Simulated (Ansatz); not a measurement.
Start from SiC (space group P6_3mc, No. 186; a = 3.0778 Å, c = 10.0773 Å).

Calculations: Kohn–Sham DFT with the r2SCAN functional, run in Ansatz (an electronic-structure program) with PAW and 500 eV plane waves, spin-orbit coupling left out, earlier PAW set.

For the base:

The lattice parameter a comes out as 5.816 bohr and the band gap is 2.60 eV.

Now apply this change: a negative pressure, −1 GPa.

### Question
What does the calculation give for the lattice parameter a and band gap after the change?

### Answer
The lattice parameter a goes up by 0.0085 bohr to 5.825 bohr; the band gap is nearly the same (2.60 eV against 2.59 eV).

Load acts through the strain it causes; cell and atoms are relaxed under it. Whether these cells are dynamically stable was not tested.
